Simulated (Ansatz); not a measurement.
**Response to strain in SrTiO3**

The parent structure is SrTiO₃ in the cubic perovskite structure (space group Pm-3m, No. 221; a = 3.8911 Å). Axes: x, y, z lie along the cube axes.

Strains are applied to the cell and any free atomic positions relax.

Calculations: DFT with PBEsol, PAW potentials and a 420 eV plane-wave cutoff in Ansatz (a quantum-chemistry and plane-wave program), no spin-orbit coupling.

Notes on the quantities. energy relative to the base: free energy F; pressure: mean of the normal stresses, compression positive.

```json
[
 {"change": "base", "band gap": "1.85 eV", "smallest direct gap": "2.19 eV", "energy relative to the base": "0 meV/atom", "pressure": "-0.1 kbar"},
 {"change": "tensor shear ε_xy = +0.67 %", "band gap": "1.82 eV", "smallest direct gap": "2.13 eV", "energy relative to the base": "+0.7 meV/atom", "pressure": "0.1 kbar"},
 {"change": "tensor shear ε_xy = +0.33 %", "band gap": "1.84 eV", "smallest direct gap": "2.16 eV", "energy relative to the base": "+0.2 meV/atom", "pressure": "0.0 kbar"},
 {"change": "tensor shear ε_xy = +1.67 %", "band gap": "1.77 eV", "smallest direct gap": "2.04 eV", "energy relative to the base": "+4.7 meV/atom", "pressure": "0.8 kbar"},
 {"change": "tensor shear ε_xy = +1.00 %", "band gap": "1.80 eV", "smallest direct gap": "2.10 eV", "energy relative to the base": "+1.7 meV/atom", "pressure": "0.3 kbar"},
 {"change": "tensor shear ε_xy = +1.33 %", "band gap": "1.79 eV", "smallest direct gap": "2.07 eV", "energy relative to the base": "+3.0 meV/atom", "pressure": "0.5 kbar"}
]
```

Whether these cells are dynamically stable was not tested. All final runs are without spin polarisation. Many cubic perovskites are stable only at high temperature; tilts and polar distortions were not tested.
